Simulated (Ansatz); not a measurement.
**A computed series for TiO2: point defects**

Base system: a 12-atom supercell of TiO₂ in the anatase structure (space group I4_1/amd, No. 141) at its relaxed geometry.

```yaml
crystal:
  lattice:
    - [-3.77787, 3.77787, 0.00000]
    - [1.88893, -1.88893, 4.79189]
    - [3.77787, 3.77787, 0.00000]
  atoms:
    - { symbol: Ti, position: [0.50000, 0.00000, 0.00000] }
    - { symbol: Ti, position: [0.00000, 0.00000, 0.50000] }
    - { symbol: Ti, position: [0.00000, 0.50000, 0.25000] }
    - { symbol: Ti, position: [0.50000, 0.50000, 0.75000] }
    - { symbol: O, position: [0.29273, 0.58546, 0.00000] }
    - { symbol: O, position: [0.79273, 0.58546, 0.50000] }
    - { symbol: O, position: [0.79273, 0.08546, 0.25000] }
    - { symbol: O, position: [0.29273, 0.08546, 0.75000] }
    - { symbol: O, position: [0.20727, 0.91454, 0.25000] }
    - { symbol: O, position: [0.70727, 0.91454, 0.75000] }
    - { symbol: O, position: [0.70727, 0.41454, 0.00000] }
    - { symbol: O, position: [0.20727, 0.41454, 0.50000] }
```

One neutral defect a cell, atoms relaxed at fixed cell.

Level of theory: DFT with r2SCAN, PAW potentials and a 500 eV plane-wave cutoff in Ansatz (a program for electronic structure), without spin-orbit coupling.

```csv
case,largest displacement of a host atom from its site in the perfect cell,pressure
perfect supercell,–,0.0 GPa
"Te on a O site, symmetric start",0.52 Å,33.8 GPa
C on a O site,0.29 Å,6.6 GPa
Ti interstitial (started 1.80 Å from the nearest host atom),0.35 Å,14.0 GPa
"S on a O site, symmetric start",0.31 Å,18.4 GPa
"Ti vacancy, symmetric start",0.58 Å,1.2 GPa
```

Other magnetic orders, which the real material may have, were not ruled out. In so small a cell the defect repeats every few ångströms: this is an ordered compound, not a dilute defect. A case with no gap was solved on a k-mesh chosen for an insulator, which is coarse for it. Defects with a symmetric start kept the site's symmetry and may sit on a saddle; the others started slightly shaken. Seeded moments were not kept for Te on a O site, Ti interstitial (started 1.80 Å from the nearest host atom) and S on a O site. No Hubbard U is applied, and correlation can decide whether such a compound is a metal. Spin-polarised in the final run: Te on a O site, C on a O site, Ti interstitial (started 1.80 Å from the nearest host atom), S on a O site and Ti vacancy; the other runs are not.
